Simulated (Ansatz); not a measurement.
CdSe, carrier doping

Start from CdSe in the zinc blende structure (space group F-43m, No. 216; a = 6.082 Å).

Carriers are added at fixed cell with a uniform background; the Fermi–Dirac width is that of 300 K.

Level of theory: PBEsol (Ansatz, an electronic-structure program), no SOC.

Candidates:
(a) holes 1.5×10^21 cm⁻³
(b) electrons 5.0×10^21 cm⁻³
(c) holes 5.0×10^21 cm⁻³
(d) electrons 5.0×10^20 cm⁻³
(e) holes 5.0×10^20 cm⁻³

For the base:

The gap between the host's bands comes out as 0.48 eV.

Problem. Order them by gap between the host's bands, highest first.

Solution. (c) holes 5.0×10^21 cm⁻³ (0.68 eV), (a) holes 1.5×10^21 cm⁻³ (0.54 eV), (e) holes 5.0×10^20 cm⁻³ (0.50 eV), (d) electrons 5.0×10^20 cm⁻³ (0.47 eV), (b) electrons 5.0×10^21 cm⁻³ (0.37 eV)

Charged cell with a jellium background: band edges are those of the host's band count, energies are not comparable with the neutral cell, and many-body gap narrowing is missing. Whether these cells are dynamically stable was not tested.
